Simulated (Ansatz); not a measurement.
We consider Sr3P2 (model structure, started from the A-La2O3 type, P-3m1, No. 164, 5 atoms in the cell), described by G0W0@PBEsol (hard PAW, contour deformation, complete-basis limit; Ansatz, a quantum-chemistry and plane-wave program).

Run with largest k mesh 6×6×4 (not extrapolated in the mesh).

Cell (relaxed with PBEsol):

```xyz
5
Lattice="5.0401 0.0000 0.0000 -2.5201 4.3649 0.0000 0.0000 0.0000 6.7563" Properties=species:S:1:pos:R:3 pbc="T T T"
P      0.0000     2.9099     1.4741
P      2.5201     1.4550     5.2822
Sr     0.0000     0.0000     0.0000
Sr     0.0000     2.9099     4.5915
Sr     2.5201     1.4550     2.1648
```

Question: Estimate the band gap that the calculation returns.

Answer: 
* **band gap**: 1.56 eV

Note: the relaxation could raise the start's symmetry but not lower it, so the cell can be a saddle point; the gap holds a correction of +0.18 eV to the complete basis.

Spin–orbit coupling is not included.

The computed numbers hold no vibrational or temperature effects.

Cost on a shared machine: around 5 core-hours (rough).

A model structure was made by putting elements into a prototype or built by hand; it is no filed structure, need not be a known phase, and can be a saddle point held by its symmetry.
